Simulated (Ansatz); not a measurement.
Rh under load (space group Fm-3m), PBEsol, DFPT electron-phonon coupling, linearised Boltzmann equation (Ansatz, a program for electronic structure). Condition of this run: hydrostatic pressure -4 GPa (the target of the relaxation). Phonon-limited resistivity 4.63 μΩ·cm at 300 K, 6.35 μΩ·cm at 400 K, current-weighted mean free path 7.8 nm, Drude plasma energy 9.95 eV.

Q: Estimate the resistivity of a 20 nm square wire with diffuse walls from ρ ≈ ρ₀(1 + 3ℓ/4d).

A: 1 + 0.75 × 7.8/20 = 1.29, so ρ ≈ 5.98 μΩ·cm and a line 1 μm long has 150 Ω. The formula is the free-electron limit for d well above ℓ; grain boundaries add to it.

Q: What temperature coefficient of resistance follows, and how does it compare with 1/T?

A: (ρ₄₀₀ − ρ₃₀₀)/(100 K × ρ₃₀₀) = 3.71×10⁻³ K⁻¹, against 1/T = 3.33×10⁻³ K⁻¹ for a resistivity proportional to T. It lies higher because phonons are still being populated at 300 K; impurities would add a constant and lower it.

Q: Estimate the electronic thermal conductivity at 300 K by the Wiedemann-Franz law (L₀ = 2.44×10⁻⁸ W·Ω/K²).

A: L₀T/ρ = 2.44×10⁻⁸ × 300/(4.63×10⁻⁸) = 158 W/(m·K). Inelastic scattering puts the true Lorenz number somewhat under L₀ near and below the Debye temperature.

A metal at this level (no band gap). Only scattering by harmonic phonons is included (no impurities, grain boundaries, electron-electron scattering or thermal expansion). Spin-orbit coupling is left out. Halving the electron mesh (36x36x36) moves the resistivity by up to 5 % at 300 K, the mean free path by up to 2 %. Smearing 0.20 eV; phonons on a 6x6x6 q mesh, which this run doesn't test.
